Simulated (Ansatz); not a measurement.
# SnO2: band gap against strain

SnO2 (rutile, P4_2/mnm, 12.578 Å³/atom at rest, c along z) under an equal strain ε in the (001) plane with the normal axis free, as in a coherent film. PBE in Ansatz, a plane-wave DFT program (PAW, default set), 420 eV, 7×7×10 Γ-centred mesh, Fermi-Dirac smearing 0.05 eV; ions are relaxed within the symmetry of each cell. Gaps are the smallest over the k-mesh and a band path, without spin-orbit coupling; in all rows the valence edge lies at Γ and the conduction edge at Γ.

Here s stands for strain and Eg for gap.

```
strain (%)  gap (eV)
----------  --------
-3.00              ?
-1.80          0.830
-1.20          0.777
-0.60          0.727
0.00           0.680
```

Fit Eg of the 4 rows that show it with a straight line. Means: s -0.90000, Eg 0.7535. About the means, the sum of products is -0.15000 and the sum of squares of s is 1.8000; the slope is their ratio. Least squares gives Eg = 0.6785 - 0.08333·s. Residuals (row less fit): 0.0015, -0.0015, -0.0015, 0.0015; standard error 0.0021 (degrees of freedom: 2). Over these rows the gap moves by -8.3 ± 0.2 eV per unit strain.

Task: Estimate the missing Eg (s = -3.00); what did the run itself give?

Result: Eg = 0.6785 - 0.08333 × (-3.0) = 0.9285 eV. The calculation gives 0.941 eV, 0.0125 eV above the prediction (4.8 % of the range of Eg in the table). The row lies outside the fitted rows, so this is an extrapolation. From the scatter of the fitted rows alone, a prediction at this place has a standard error of 0.0041 eV, so the miss is 3.0 times that.

One order more, fitted to all 6 runs of the series, follows each within 0.001, so the miss is the next term of a smooth law. Spin-orbit coupling is left out, which can shift this property for SnO2. Rows are the converged runs of the series near zero and its far end; series whose fitted rows scatter by over a few per cent of the range, as at a crossing or softening among them, aren't shown in this form. Most that stay on the fit to the last digits aren't either.
